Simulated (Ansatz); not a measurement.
A self-consistent single point of MgSc (P4mm, 2 atoms in the cell) with Ansatz (a program for electronic structure).

Computed with PBEsol, default PAW files made with PBE (plane waves; Ansatz).

```
CELL_PARAMETERS angstrom
      3.61443     0.00000     0.00000
      0.00000     3.61443     0.00000
      0.00000     0.00000     3.61443
ATOMIC_POSITIONS crystal
  Mg 0.00000 0.00000 0.01383
  Sc 0.50000 0.50000 0.50000
```

Reference input (self-consistent single point, DFT, PBEsol, plane waves, default PAW files made with PBE): basis.ecutwfc = 420 eV; kpoints.mp_grid.grid = 9 9 9; hamiltonian.xc = pbesol; hamiltonian.pseudopotentials = {kind: paw} (the program's default PAW files); scf.occupations.method = gaussian; scf.occupations.width = 0.1 eV. This run's input differs from it in these lines:

Ansatz 0.2 input:
```diff
@@ -12,3 +12,3 @@
 kpoints:
-  mp_grid: { grid: [9, 9, 9] }
+  mp_grid: { grid: [15, 15, 15] }
 hamiltonian:
@@ -17,3 +17,3 @@
 scf:
-  occupations: { method: gaussian, width: 0.1 eV }
+  occupations: { method: cold, width: 0.3 eV }
 output:
```

The program printed (abridged):

```
SCF iter   1: F=—  HF=-4023.470167 eV  |F-HF|=—  |Δ(HF+E_count)|=         —  Δρ=3.90e-3  dr2=7.64e-3  ethr=1.77e-3  ⟨swp⟩=4.8  Hψ=18144  notcnv=0
all-band conjugate gradients solve this SCF's bands
preconditioner: auto → none
SCF iter   2: F=—  HF=-4023.467449 eV  |F-HF|=—  |Δ(HF+E_count)|=   2.72e-3  S|Δr|=    0.00e0  Δρ=2.28e-3  dr2=3.04e-3  ethr=3.64e-5  ⟨swp⟩=2.1  Hψ=7909  notcnv=0
SCF iter   3: F=—  HF=-4023.466662 eV  |F-HF|=—  |Δ(HF+E_count)|=   7.87e-4  S|Δr|=    0.00e0  Δρ=2.87e-4  dr2=6.06e-5  ethr=1.45e-5  ⟨swp⟩=2.6  Hψ=6755  notcnv=0
SCF iter   4: F=—  HF=-4023.466720 eV  |F-HF|=—  |Δ(HF+E_count)|=   5.85e-5  S|Δr|=    0.00e0  Δρ=5.56e-5  dr2=1.16e-6  ethr=2.89e-7  ⟨swp⟩=2.5  Hψ=6489  notcnv=0
SCF iter   5: F=-4023.466720 eV  HF=-4023.466720 eV  |F-HF|=4.29e-8  |Δ(HF+E_count)|=   2.29e-7  S|Δr|=    0.00e0  Δρ=1.09e-5  dr2=7.27e-8  ethr=4.76e-10  ⟨swp⟩=6.8  Hψ=20047  notcnv=0
SCF 1 converged in 5 iterations: F = -4023.466720 eV  dr2 = 7.27e-8
Stability not checked (fill_not_monotonic)
Free energy (F): -4023.466720 eV
Internal energy: -4023.456823 eV  (E = F + TS)
E sigma→0 (E₀):  -4023.463421 eV
Entropy (-TS):   -0.009896 eV (-4.948 meV/atom)
Fermi energy:    7.365357 eV
--- Forces (eV/Å), atoms counted from 1 ---
  atom   1  Mg     0.00000000     0.00000000    -0.18159824
  atom   2  Sc    -0.00000000     0.00000000     0.18158138
--- Stress (GPa, compression-positive) ---
       -1.986675       0.000000      -0.000000
        0.000000      -1.986675       0.000000
       -0.000000       0.000000      -2.027625
  P = ⅓ Tr σ = -2.0003 GPa (-20.003 kbar)
  The stress holds the Pulay correction. Without it, at fixed plane waves, as pw.x and ABINIT print it: P = -2.0070 GPa
```

The run converged in 5 iterations. Against the reference run the free energy goes up by 2.1 meV/atom, the pressure moves little (-2.05 to -2.00 GPa) and the largest force moves little (0.181 to 0.182 eV/Å).

The starting cell comes from a database of computed structures (which also holds hypothetical and non-ambient phases and stackings), without a prior relaxation at this level. Its lattice was rescaled by up to half a per cent. One atom was moved a little off its site on purpose. Ansatz's pressure includes its estimate of the finite-basis (Pulay) stress.
